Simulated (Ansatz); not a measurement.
## How far PBE and PBEsol part for hypothetical P6_422 BAs

Take BAs (space group P6_422, No. 181; a = 3.459 Å, c = 7.482 Å; a hypothetical phase, not in the database extracts checked) as the base.

(Cell as relaxed with PBE.)

Levels (all Ansatz, a first-principles code, PAW): PBE (420 eV, no spin-orbit coupling); PBEsol (420 eV, no spin-orbit coupling).

Each level relaxes its own structure.

```csv
quantity,PBE,PBEsol
volume per atom,12.92 Å³,12.56 Å³
lattice parameter a,345.9 pm,342.9 pm
lattice parameter c,748.2 pm,740.3 pm
band gap,0.48 eV,0.31 eV
gap character,"indirect, Γ → M","indirect, Γ → M"
hole mass,"0.19 mₑ along c, 0.45 mₑ across","0.20 mₑ along c, 0.41 mₑ across"
```

PBE's volume per atom lies 0.354 Å³ above PBEsol's (2.8 %); PBE's lattice parameter a lies 3.0 pm above PBEsol's (0.9 %); PBE's lattice parameter c lies 7.9 pm above PBEsol's (1.1 %); PBE's band gap lies 0.17 eV above PBEsol's; the two agree on the gap character. Neither level is exact; PBEsol is the comparison here, not a measurement.

Effective masses come from finite differences of ±0.01 Å⁻¹. Stability against distortions was not tested. The base started in P3_121 and relaxed to P6_422 at this level.
